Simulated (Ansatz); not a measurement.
Consider WC (space group P-6m2, No. 187; relaxed with 0.1 eV smearing).

```xyz
2
Lattice="2.9131 0.0000 0.0000 -1.4565 2.5228 0.0000 0.0000 0.0000 2.8358" Properties=species:S:1:pos:R:3 pbc="T T T"
W      0.0000     0.0000     0.0000
C      1.4565     0.8409     1.4179
```

Level of theory: r2SCAN (Ansatz, a first-principles code; PAW; 500 eV plane waves; no SOC), earlier PAW set.

Base values:

```
Quantity    Value
--------  -------
Pressure  0.0 GPa
Band gap     zero
```

One thing is altered: the cell is scaled by 1.0175 in all directions, atoms relaxed at fixed cell.

Q: How does this affect the energy relative to the base, pressure and band gap?

A: The energy grows by 34 meV/atom; the pressure (mean of the normal stresses, compression positive) goes from zero to -18.9 GPa; the band gap is still zero.

The cells carry an imposed strain or load. No phonon test of stability was made. All final runs are without spin polarisation.
